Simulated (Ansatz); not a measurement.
A computed series for Pt: pressure series

The parent structure is Pt in the fcc (Cu type) structure (space group Fm-3m, No. 225; a = 3.9181 Å).

Cell and atoms are relaxed at each pressure.

The values are results of DFT with PBEsol, PAW potentials and a 420 eV plane-wave cutoff in Ansatz (a quantum-chemistry and plane-wave program), no spin-orbit coupling, earlier PAW set, not measurements.

```json
[
 {"pressure (GPa)": "-2", "volume per atom (Å³/atom)": "15.146"},
 {"pressure (GPa)": "-1", "volume per atom (Å³/atom)": "15.091"},
 {"pressure (GPa)": "0", "volume per atom (Å³/atom)": "15.038"},
 {"pressure (GPa)": "7", "volume per atom (Å³/atom)": "14.697"},
 {"pressure (GPa)": "15", "volume per atom (Å³/atom)": "14.360"},
 {"pressure (GPa)": "30", "volume per atom (Å³/atom)": "13.833"},
 {"pressure (GPa)": "50", "volume per atom (Å³/atom)": "?"},
 {"pressure (GPa)": "75", "volume per atom (Å³/atom)": "12.718"},
 {"pressure (GPa)": "100", "volume per atom (Å³/atom)": "12.268"}
]
```

**Question.** Fit the third-order Birch–Murnaghan form P(V) = (3B₀/2)[(V₀/V)^(7/3) − (V₀/V)^(5/3)]·[1 + (3/4)(B₀′ − 4)((V₀/V)^(2/3) − 1)] (squares taken in P) to the rows shown and predict the withheld row.

**Answer.** Least squares on the printed values gives V₀ = 15.038 Å³/atom, B₀ = 289 GPa, B₀′ = 5.2; this predicts 13.272 Å³/atom, and the run gives 13.273 Å³/atom, in agreement.

Measured bulk modulus of Pt: 289 GPa (static lattice; corrected from measurement; as listed in H. Levämäki et al., Physical Review B (2014)); the computed value is 0 % above it.

Load acts through the strain it causes; cell and atoms are relaxed under it. Whether these cells are dynamically stable was not tested. Competing high-pressure phases were not computed. The final runs are not spin-polarised.
